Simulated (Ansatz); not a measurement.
Ansatz (a program for electronic structure) run on SrGe3Pd (I4mm, 5 atoms in the cell): self-consistent single point.

Method: PBEsol, PAW files made with PBE (plane waves; Ansatz).

The change in words: lattice scaled by 0.98. Reference geometry:
```
CELL_PARAMETERS angstrom
     -2.24079     2.24079     5.14480
      2.24079    -2.24079     5.14480
      2.24079     2.24079    -5.14480
ATOMIC_POSITIONS crystal
  Sr 0.99859 0.99859 0.00000
  Ge 0.39970 0.39970 0.00000
  Ge 0.75315 0.25315 0.50000
  Ge 0.25315 0.75315 0.50000
  Pd 0.64310 0.64310 0.00000
```

Reference input (self-consistent single point, DFT, PBEsol, plane waves, PAW files made with PBE): kpoints.mp_grid.grid = 6 6 6; hamiltonian.xc = pbesol; hamiltonian.pseudopotentials = {kind: paw} (the program's default PAW files); scf.occupations.method = gaussian; scf.occupations.width = 0.1 eV. This run's input differs from it in these lines:

```diff
@@ -3,5 +3,5 @@
   lattice:
-    - [-2.240795, 2.240795, 5.144795]
-    - [2.240795, -2.240795, 5.144795]
-    - [2.240795, 2.240795, -5.144795]
+    - [-2.195979, 2.195979, 5.041899]
+    - [2.195979, -2.195979, 5.041899]
+    - [2.195979, 2.195979, -5.041899]
   atoms:
```

Output, abridged:

```
SCF iter   1: F=—  HF=-23176.432475 eV  |F-HF|=—  |Δ(HF+E_count)|=         —  Δρ=2.74e-1  dr2=1.40e2  ethr=3.10e-3  ⟨swp⟩=7.9  Hψ=5765  notcnv=0
all-band conjugate gradients solve this SCF's bands
preconditioner: auto → Kerker (q_TF=auto, 2.583 Å⁻¹)
SCF iter   2: F=—  HF=-23165.778556 eV  |F-HF|=—  |Δ(HF+E_count)|=    1.07e1  Δρ=1.18e-1  dr2=2.85e1  ethr=3.10e-3  ⟨swp⟩=3.2  Hψ=2887  notcnv=0  defer=51
   [... lines left out ...]
SCF iter   8: F=—  HF=-23162.458624 eV  |F-HF|=—  |Δ(HF+E_count)|=   3.46e-6  Δρ=9.01e-5  dr2=1.49e-5  ethr=3.67e-7  ⟨swp⟩=2.0  Hψ=1646  notcnv=0  defer=63
SCF iter   9: F=—  HF=-23162.458625 eV  |F-HF|=—  |Δ(HF+E_count)|=   6.92e-7  Δρ=3.68e-5  dr2=3.56e-6  ethr=2.13e-8  ⟨swp⟩=2.2  Hψ=1938  notcnv=0  defer=63
SCF iter  10: F=—  HF=-23162.458624 eV  |F-HF|=—  |Δ(HF+E_count)|=   6.35e-7  Δρ=1.42e-5  dr2=2.67e-7  ethr=5.08e-9  ⟨swp⟩=2.0  Hψ=2095  notcnv=0  defer=63
SCF iter  11: F=-23162.458624 eV  HF=-23162.458624 eV  |F-HF|=2.99e-8  |Δ(HF+E_count)|=   2.90e-7  Δρ=5.22e-6  dr2=4.68e-8  ethr=1.43e-10  ⟨swp⟩=13.7  Hψ=6494  notcnv=0
SCF 1 converged in 11 iterations: F = -23162.458624 eV  dr2 = 4.68e-8
Free energy (F): -23162.458624 eV
Internal energy: -23162.449835 eV  (E = F + TS)
E sigma→0 (E₀):  -23162.454230 eV
Entropy (-TS):   -0.008789 eV (-1.758 meV/atom)
Fermi energy:    12.655177 eV
--- Forces (eV/Å), atoms counted from 1 ---
  atom   1  Sr    -0.00000000     0.00000000     0.06578497
  atom   2  Ge    -0.00000000     0.00000000     0.23062929
  atom   3  Ge     0.00000000    -0.00000000    -0.06790221
  atom   4  Ge    -0.00000000    -0.00000000    -0.06790221
  atom   5  Pd     0.00000000     0.00000000    -0.16052073
--- Stress (GPa, compression-positive) ---
        3.378347       0.000000      -0.000000
        0.000000       3.378347      -0.000000
       -0.000000       0.000000       3.374244
  P = ⅓ Tr σ = 3.3770 GPa (33.770 kbar)
  The stress holds the Pulay correction. Without it, at fixed plane waves, as pw.x and ABINIT print it: P = 3.3419 GPa
```

The run converged in 11 iterations. Against the reference run the free energy goes up by 4.8 meV/atom, the pressure goes from -1.80 to 3.38 GPa and the largest force goes from 0.207 to 0.231 eV/Å.

The starting cell comes from a database of computed structures (which also holds hypothetical and non-ambient phases and stackings), without a prior relaxation at this level. For this run, on top of that: lattice scaled by 0.98. Spin polarisation is off. With a pressure of about 3 GPa the cell is away from its equilibrium volume at this level. Ansatz's pressure includes its estimate of the finite-basis (Pulay) stress.

Keys are those of Ansatz 0.2.
